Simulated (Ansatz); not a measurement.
The parent structure is BN in the zinc blende structure (space group F-43m, No. 216; a = 3.6097 Å). Axes: x, y, z lie along the cube axes.

Structures relaxed with Ansatz (a first-principles code), r2SCAN, PAW, cutoff 500 eV, without spin-orbit coupling.

Base:

Simulated powder pattern, Cu Kα1, λ = 1.54056 Å (kinematic, ideal powder, no thermal factors, no anomalous dispersion; the 8 strongest lines at most, above 2 %, up to 2θ = 90°):

| 2θ (°) | I/Imax (%) | hkl |
|---|---|---|
| 43.38 | 100 | (111) |
| 50.53 | 4.8 | (200) |
| 74.25 | 37 | (220) |

After one change:

Simulated powder pattern, Cu Kα1, λ = 1.54056 Å (kinematic, ideal powder, no thermal factors, no anomalous dispersion; the 8 strongest lines at most, above 2 %, up to 2θ = 90°):

```
2θ (°)  I/Imax (%)
------  ----------
43.29          100
43.47           98
50.53          9.5
74.00           13
74.25           50
74.50           12
89.92           15
```

**Question.** Name the change that was made.
(A) tensor shear ε_xy = +1.71 %
(B) tensor shear ε_xy = +1.43 %
(C) tensor shear ε_xy = +0.29 %
(D) tensor shear ε_xy = +2.00 %

**Answer.** C, tensor shear ε_xy = +0.29 %. Its volume per atom is 5.88 Å³ against 5.88 Å³, and its space group is Imm2 (No. 44).

The cells carry an imposed strain or load. Whether these cells are dynamically stable was not tested.
